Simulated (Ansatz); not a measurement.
# BN: biaxial strain +1.67 %, plane normal [111], relaxed out of plane

Base system: BN in the zinc blende structure (space group F-43m, No. 216; a = 3.610 Å). Axes: x, y, z lie along the cube axes.

Perturbation: tensile biaxial strain of 1.67 % in the plane normal to [111], as in epitaxy on a mismatched substrate; the out-of-plane cell vector and the atoms relax.

Calculations: r2SCAN (Ansatz, an electronic-structure program; PAW; 500 eV plane waves; no spin-orbit coupling). Γ-centred 16×16×16 mesh, Fermi–Dirac width 0.05 eV.

The volume per atom grows by 0.18 Å³ to 6.06 Å³ and the shortest interatomic distance decreases by 0.004 Å to 1.559 Å. The energy grows by 11 meV/atom and the band gap decreases by 0.09 eV to 4.91 eV. The gap character is indirect, Γ → F and the smallest direct gap decreases by 0.363 eV (9.59 eV → 9.22 eV). The hole mass comes out as 0.25 mₑ out of plane, 1.2 mₑ in plane (at Γ) and the valence-band top at Γ (three highest levels, from the VBM) goes from 0.00, 0.00, 0.00 eV to 0.00, -0.06, -0.06 eV. The out-of-plane strain comes out as -0.26 % and the ratio −ε⊥/ε∥ comes out as 0.16. The mean in-plane stress (compression positive) amounts to -16.7 GPa.

Effective masses come from finite differences of ±0.01 Å⁻¹. No phonon test of stability was made. Labels are those of the standard path for the cell's own space group.
